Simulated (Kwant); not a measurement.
System: stadium cavity between two wires in a In0.53Ga0.47As two-dimensional gas. Effective mass 0.041 mₑ, grid spacing 8.3 nm, hard walls, nominal width 100 nm (13 grid rows, so walls 116.2 nm apart), one parabolic valley, scattering region 860 nm long along x; energies count from the band bottom; Fermi energy swept from 0.00073372 to 0.011006 eV. Cavity of radius 190 nm, straight part 190 nm, centre moved sideways by 76 nm.

Constants are typed, rounded textbook-type inputs, not results; the design itself was drawn at random and stands for no fabricated device.

Model: effective-mass tight-binding model on a square grid, one spin, coherent transport at 0 K (Kwant). Conductance is in e²/h.

Task: How many channels do the leads carry at E = 3.67, 4.96 meV?

Result: The hard-wall thresholds are n² ħ²π²/(2mW²) = n² × 0.679 meV with W = 116.2 nm. √(3.67/0.679) = 2.32, so 2. √(4.96/0.679) = 2.70, so 2.
